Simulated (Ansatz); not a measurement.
Worked example: self-consistent single point of K2Pd (P4mm, 3 atoms in the cell) in Ansatz (an electronic-structure program).

Level of theory: PBEsol, default PAW files made with PBE (plane waves; Ansatz).

```
K2Pd
1.0
    5.68409     0.00000     0.00000
    0.00000     5.68409     0.00000
    0.00000     0.00000     3.67632
K Pd
2 1
Direct
  0.00000   0.50000   0.50000
  0.50000   0.00000   0.50000
  0.00000   0.00000   0.01360
```

Reference input (self-consistent single point, DFT, PBEsol, plane waves, default PAW files made with PBE): basis.ecutwfc = 420 eV; kpoints.mp_grid.grid = 6 6 9; hamiltonian.xc = pbesol; hamiltonian.pseudopotentials = {kind: paw} (the program's default PAW files); scf.occupations.method = fermi_dirac; scf.occupations.width = 0.1 eV. This run's input differs from it in these lines:

Ansatz 0.2 input:
```diff
@@ -12,3 +12,3 @@
 kpoints:
-  mp_grid: { grid: [6, 6, 9] }
+  mp_grid: { grid: [13, 13, 19], shift: [0.5, 0.5, 0.5] }
 hamiltonian:
```

Output, abridged:

```
SCF iter   1: F=—  HF=-9938.006694 eV  |F-HF|=—  |Δ(HF+E_count)|=         —  Δρ=4.40e-3  dr2=2.94e-2  ethr=1.77e-3  ⟨swp⟩=5.6  Hψ=28122  notcnv=0
all-band conjugate gradients solve this SCF's bands
preconditioner: auto → LDOS
SCF iter   2: F=—  HF=-9938.014756 eV  |F-HF|=—  |Δ(HF+E_count)|=   8.06e-3  Δρ=6.97e-3  dr2=7.10e-2  ethr=8.16e-5  ⟨swp⟩=2.1  Hψ=13984  notcnv=0
SCF iter   3: F=—  HF=-9938.003190 eV  |F-HF|=—  |Δ(HF+E_count)|=   1.16e-2  Δρ=1.13e-3  dr2=1.65e-3  ethr=8.16e-5  ⟨swp⟩=2.0  Hψ=10946  notcnv=0
SCF iter   4: F=—  HF=-9938.002898 eV  |F-HF|=—  |Δ(HF+E_count)|=   2.92e-4  Δρ=9.48e-5  dr2=3.26e-5  ethr=4.60e-6  ⟨swp⟩=2.0  Hψ=8047  notcnv=0
SCF iter   5: F=—  HF=-9938.002935 eV  |F-HF|=—  |Δ(HF+E_count)|=   3.71e-5  Δρ=6.66e-5  dr2=6.43e-6  ethr=9.04e-8  ⟨swp⟩=3.0  Hψ=11981  notcnv=0
SCF iter   6: F=—  HF=-9938.002935 eV  |F-HF|=—  |Δ(HF+E_count)|=   4.67e-7  Δρ=1.16e-5  dr2=1.90e-7  ethr=1.79e-8  ⟨swp⟩=2.0  Hψ=9486  notcnv=0
SCF iter   7: F=-9938.002935 eV  HF=-9938.002935 eV  |F-HF|=1.42e-8  |Δ(HF+E_count)|=   5.00e-9  Δρ=4.51e-6  dr2=2.43e-8  ethr=2.78e-10  ⟨swp⟩=5.0  Hψ=23804  notcnv=0
SCF 1 converged in 7 iterations: F = -9938.002935 eV  dr2 = 2.43e-8
Free energy (F): -9938.002935 eV
Internal energy: -9937.962666 eV  (E = F + TS)
E sigma→0 (E₀):  -9937.982800 eV
Entropy (-TS):   -0.040269 eV (-13.423 meV/atom)
Fermi energy:    4.745130 eV
--- Forces (eV/Å), atoms counted from 1 ---
  atom   1  K     -0.00000000     0.00000000     0.02043917
  atom   2  K      0.00000000     0.00000000     0.02043917
  atom   3  Pd     0.00000000     0.00000000    -0.04047835
--- Stress (GPa, compression-positive) ---
       -0.841735       0.000000       0.000000
        0.000000      -0.841735       0.000000
        0.000000       0.000000      -1.300286
  P = ⅓ Tr σ = -0.9946 GPa (-9.946 kbar)
  The stress holds the Pulay correction. Without it, at fixed plane waves, as pw.x and ABINIT print it: P = -0.9998 GPa
```

The run converged in 7 iterations. Against the reference run the free energy falls by 2.0 meV/atom, the pressure stays at -0.99 GPa and the largest force stays at 0.040 eV/Å.

The starting cell comes from a database of computed structures (which also holds hypothetical and non-ambient phases and stackings), without a prior relaxation at this level. Its lattice was rescaled by up to half a per cent. One atom was moved a little off its site on purpose. Spin polarisation is off. Ansatz's pressure includes its estimate of the finite-basis (Pulay) stress.

Cost on one core of a shared machine: roughly 40 s.
